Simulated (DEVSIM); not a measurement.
Structure: W/AlN/p-In0.53Ga0.47As capacitor, at 300 K.

Layer 1 from the left is AlN, thickness (nm) 2.50. Layer 2 from the left is In0.53Ga0.47As, thickness (nm) 9600, Na (cm⁻³) 3.5e15.

Metal gate on the left, work function 4.6 eV. Fixed charge at the semiconductor interface 0 cm⁻² (in units of +e); no interface traps.

The device is made up for the run: typed textbook-type constants, with dimensions and the other settings drawn at random. Values at 300 K.

AlN: gap (eV) 6.1, affinity (eV) 1.9, permittivity 8.5. In0.53Ga0.47As: gap (eV) 0.74, affinity (eV) 4.51, permittivity 13.9, Nc (cm⁻³) 2.1e17, Nv (cm⁻³) 7.7e18.

Estimate by hand the flat-band voltage, the threshold voltage, and compare with a numerical solution.


- Flat-band voltage: C = 3.01 μF/cm², work-function difference -0.451 V; VFB = φms − qNf/C = -0.45 V; numerical -0.45 V.
- Threshold voltage: φF = 0.218 V, depletion charge √(4εqNφF) = 2.45e-8 C/cm²; VT = VFB + 2φF + Qd/C = -0.01 V; numerical -0.01 V.

DEVSIM, 1D Poisson equation in equilibrium, Boltzmann statistics, complete ionisation; no quantum confinement or tunnelling. Metal contacts follow the ideal Schottky-Mott rule: no Fermi-level pinning, no interface dipoles.
